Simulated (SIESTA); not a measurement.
SIESTA run on CrFe3 (Pm-3m, 4 atoms in the cell): self-consistent single point.

Computed with LDA PW92, numerical atomic orbitals DZP, PseudoDojo LDA standard norm-conserving potentials (rewritten from UPF to PSML) (SIESTA).

The change in words: lattice scaled by 0.98. Reference geometry:
```
CrFe3
1.0
    3.47885     0.00000     0.00000
    0.00000     3.47885     0.00000
    0.00000     0.00000     3.47885
Cr Fe
1 3
Direct
  0.00000   0.00000   0.00000
  0.00000   0.50000   0.50000
  0.50000   0.00000   0.50000
  0.50000   0.50000   0.00000
```
Moments meant for the start (each program seeds them in its own way; μB, in the order of the atoms Cr Fe Fe Fe): 3.0 4.0 4.0 4.0.

Reference input (self-consistent single point, DFT, LDA PW92, numerical atomic orbitals DZP, PseudoDojo LDA standard norm-conserving potentials (rewritten from UPF to PSML)): XC.functional = LDA; XC.authors = PW92; potentials = PseudoDojo LDA standard; PAO.BasisSize = DZP; PAO.EnergyShift = 0.01 Ry; MeshCutoff = 350 Ry; kgrid.MonkhorstPack = 9 9 9; OccupationFunction = FD; ElectronicTemperature = 1160.45 K; Spin = polarized; DM.InitSpin = [1 +3.00, 2 +4.00, 3 +4.00, 4 +4.00]; MaxSCFIterations = 150. This run's input differs from it in these lines:

```diff
@@ -12,5 +12,5 @@
 %block LatticeVectors
-     3.478850000    0.000000000    0.000000000
-     0.000000000    3.478850000    0.000000000
-     0.000000000    0.000000000    3.478850000
+     3.409273000    0.000000000    0.000000000
+     0.000000000    3.409273000    0.000000000
+     0.000000000    0.000000000    3.409273000
 %endblock LatticeVectors
@@ -19,5 +19,5 @@
      0.000000000    0.000000000    0.000000000  1
-     0.000000000    3.287036864    3.287036864  2
-     3.287036864    0.000000000    3.287036864  2
-     3.287036864    3.287036864    0.000000000  2
+     0.000000000    3.221296127    3.221296127  2
+     3.221296127    0.000000000    3.221296127  2
+     3.221296127    3.221296127    0.000000000  2
 %endblock AtomicCoordinatesAndAtomicSpecies
```

Output, abridged:

```
        iscf     Eharris(eV)        E_KS(eV)     FreeEng(eV)     dDmax    Ef(eV) dHmax(eV)
   scf:    1   -12496.100524   -12605.501141   -12605.650737  0.895808 -1.778887 36.838878
     spin moment: {S} , |S| = {        0.0        0.0    5.12213 }     5.12213
   scf:    2   -12628.981502   -12631.144447   -12631.342793  0.436311 -2.502693 10.683175
     spin moment: {S} , |S| = {        0.0        0.0    7.03447 }     7.03447
   scf:    3   -12637.098745   -12634.677406   -12634.887705  0.179386 -2.943361  8.961438
     spin moment: {S} , |S| = {        0.0        0.0    6.70843 }     6.70843
   [... lines left out ...]
     spin moment: {S} , |S| = {        0.0        0.0    1.13985 }     1.13985
   scf:   41   -12640.973442   -12640.973464   -12641.131987  0.000067 -4.835484  0.000271
     spin moment: {S} , |S| = {        0.0        0.0    1.13929 }     1.13929
   scf:   42   -12640.973419   -12640.973441   -12641.131987  0.000076 -4.835535  0.000262
     spin moment: {S} , |S| = {        0.0        0.0    1.13862 }     1.13862
   scf:   43   -12640.973439   -12640.973440   -12641.131987  0.000005 -4.835538  0.000260
     spin moment: {S} , |S| = {        0.0        0.0    1.13858 }     1.13858
SCF Convergence by DM+H criterion
max |DM_out - DM_in|         :     0.0000045226
max |H_out - H_in|      (eV) :     0.0002602551
SCF cycle converged after 43 iterations

Using DM_out to compute the final energy and forces

siesta: E_KS(eV) =           -12640.9734

siesta: E_KS - E_eggbox =    -12640.9734

siesta: Atomic forces (eV/Ang):
     1    0.000000    0.000000    0.000000
     2   -0.000000    0.000000    0.000000
     3    0.000000   -0.000000    0.000000
     4    0.000000    0.000000   -0.000000
   Tot    0.000000    0.000000    0.000000
   Max    0.000000
   Res    0.000000    sqrt( Sum f_i^2 / 3N )
   Max    0.000000    constrained

Stress tensor Voigt[x,y,z,yz,xz,xy] (kbar):       50.94       50.94       50.94        0.00        0.00        0.00
(Free)E + p*V (eV/cell)   -12642.3919
   [... lines left out ...]
siesta: FreeEng =    -12641.131987
siesta: Cell volume =         39.626466 Ang**3
siesta:         -50.94241541        -50.94241812  kBar
   [... lines left out ...]

             -0.049  -0.075  -0.066

mulliken: Qtot =       30.431

Mulliken Atomic Populations:
Atom #   charge [q] valence [e]      Sz [e]  Species
     1    -0.892017   14.892017   -0.599830  Cr
     2     0.297343   15.702657    0.579471  Fe
     3     0.297335   15.702665    0.579469  Fe
     4     0.297339   15.702661    0.579469  Fe
 Total    -0.000000                1.138579
```

The run converged in 43 iterations. Against the reference run the free energy goes down by 53.9 meV/atom, the pressure goes from -20.76 to -5.09 GPa and the size of the net moment goes from 0.45 to 0.28 μB/atom.

The starting cell comes from a database of computed structures (which also holds hypothetical and non-ambient phases and stackings), without a prior relaxation at this level. Its lattice was rescaled by a random factor within 2.5 % of one. For this run, on top of that: lattice scaled by 0.98. The moments shrank to a small part of their start, a low-spin state that need not be the lowest. Values carry the incompleteness of an atom-centred basis. With a pressure of about -5 GPa the cell is away from its equilibrium volume at this level.

Cost on one core of a shared machine: roughly 5 min.
